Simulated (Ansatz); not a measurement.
# W, pressure series

Base system: W in the bcc (W type) structure (space group Im-3m, No. 229; a = 3.184 Å).

Cell and atoms are relaxed at each pressure.

Computed with PBE (Ansatz, a quantum-chemistry and plane-wave program), no spin-orbit coupling, earlier PAW set.

```
pressure (GPa)  volume per atom (Å³/atom)
--------------  -------------------------
-1                                 16.188
0                                  16.134
0.9                                16.088
2.1                                16.025
4.5                                15.905
9                                       ?
15                                 15.428
22.5                               15.126
30                                 14.851
```

Fit the third-order Birch–Murnaghan form P(V) = (3B₀/2)[(V₀/V)^(7/3) − (V₀/V)^(5/3)]·[1 + (3/4)(B₀′ − 4)((V₀/V)^(2/3) − 1)] (squares taken in P) to the rows shown and predict the withheld row.

Least squares on the printed values gives V₀ = 16.134 Å³/atom, B₀ = 306 GPa, B₀′ = 4.1; this predicts 15.692 Å³/atom, and the run gives 15.692 Å³/atom, in agreement.

Load acts through the strain it causes; cell and atoms are relaxed under it. Whether these cells are dynamically stable was not tested. Competing high-pressure phases were not computed. The final runs are not spin-polarised.
